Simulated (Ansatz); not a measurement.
Consider interstitial O in monoclinic ZrO2 with all lengths changed by +1 %, charge state -2. The step: a concerted move, in which O travels most; the atom moves 1.56 Å along (0.21, 0.12, 0.20) of the unit cell; the moving atom starts with neighbours O at 2.37, O at 2.40, O at 2.53, 2 O at 2.65; Zr at 2.09, Zr at 2.15, Zr at 2.17 Å and ends with O at 2.37, O at 2.40, O at 2.53, 2 O at 2.65; Zr at 2.09, Zr at 2.15, Zr at 2.17 Å. DFT values are from Ansatz (plane-wave PAW, 420 eV unless said) in a cell of 96 host sites, spin-restricted, static, with no finite-size correction. The charge state is imposed; whether it is stable for some Fermi level was not computed. Sites that were not tried may lie lower. For the PBE band: the saddle point's order was not checked, and it lies on a symmetry element of the cell, where a band can be held.

| Level | Forward barrier (eV) | Cost of the band or of the saddle's single point |
|---|---|---|
| CHGNet universal potential (has no charge state), its own band | 0.13 | - |
| PBE, the Γ point alone, band relaxed | 0.42 | about 14 core-minutes (a rough figure) |
| PBE, a 2×2×2 k-point mesh shifted by half a step, same geometries | 0.44 | about 5 core-minutes (a rough figure) |

Ansatz is a program for electronic structure.
